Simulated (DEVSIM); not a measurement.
Device: Pd/SiO2/n-GaAs capacitor, at 300 K.

Layer 1 from the left is SiO2, thickness (nm) 16.0. Layer 2 from the left is GaAs, thickness (nm) 10000, Nd (cm⁻³) 2e14.

Metal gate on the left, work function 5.2 eV. Fixed charge at the semiconductor interface 0 cm⁻² (in units of +e); no interface traps.

The device is made up for the run: typed textbook-type constants, with dimensions and the other settings drawn at random. Values at 300 K.

SiO2: gap (eV) 9, affinity (eV) 0.9, permittivity 3.9. GaAs: gap (eV) 1.424, affinity (eV) 4.07, permittivity 12.9, Nc (cm⁻³) 4.7e17, Nv (cm⁻³) 9e18.

### Question
Estimate by hand the flat-band voltage, the threshold voltage, and compare with a numerical solution.

### Answer

- Flat-band voltage: C = 0.216 μF/cm², work-function difference 0.929 V; VFB = φms − qNf/C = 0.93 V; numerical 0.93 V.
- Threshold voltage: φF = 0.473 V, depletion charge √(4εqNφF) = 8.32e-9 C/cm²; VT = VFB − 2φF − Qd/C = -0.06 V; numerical -0.06 V.

DEVSIM, 1D Poisson equation in equilibrium, Boltzmann statistics, complete ionisation; no quantum confinement or tunnelling. Metal contacts follow the ideal Schottky-Mott rule: no Fermi-level pinning, no interface dipoles.
